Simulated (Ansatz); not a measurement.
**PbF2: energy against strain**

PbF2 (fluorite, Fm-3m, 17.103 Å³/atom at rest) under an equal strain ε in the (111) plane with the normal axis free, as in a coherent film. PBEsol in Ansatz, a plane-wave DFT program (PAW, default set), 420 eV, 10×10×10 Γ-centred mesh, Fermi-Dirac smearing 0.05 eV; ions are relaxed within the symmetry of each cell.

Here s stands for strain and y for E less E0.

| strain (%) | E less E0 (meV/atom) |
|---|---|
| -1.25 | 1.63 |
| -0.83 | 0.73 |
| -0.42 | 0.17 |
| 0.00 | 0.00 |
| 0.42 | 0.19 |
| 0.83 | 0.70 |
| 1.25 | 1.57 |
| 2.50 | ? |

Problem. Using a parabola, estimate the missing y at s = 2.50 from the other rows, showing the fit.

Solution. Least squares gives y = 0.002 - 0.0188·s + 1.0242·s². Residuals (row less fit): 0.004, 0.007, -0.021, -0.002, 0.015, 0.008, -0.009; standard error 0.015 (degrees of freedom: 4). Twice the quadratic coefficient over the volume, 2 × 1.0242 meV × 10⁴ × 0.1602 / 17.103 Å³, is twice the biaxial elastic modulus of this plane = 192 ± 1.7 GPa. At the withheld row, y = 0.002 - 0.0188 × 2.50 + 1.0242 × 2.50² = 6.356 meV/atom. The calculation gives 6.17 meV/atom, 0.186 meV/atom below the prediction (3.0 % of the range of y in the table). The row lies outside the fitted rows, so this is an extrapolation. From the scatter of the fitted rows alone, a prediction at this place has a standard error of 0.056 meV/atom, so the miss is 3.3 times that.

One order more, fitted to all 13 runs of the series, follows each within 0.01, so the miss is the next term of a smooth law. PbF2 is here the β form. Rows are the converged runs of the series near zero and its far end; series whose fitted rows scatter by over a few per cent of the range, as at a crossing or softening among them, aren't shown in this form. Most that stay on the fit to the last digits aren't either.
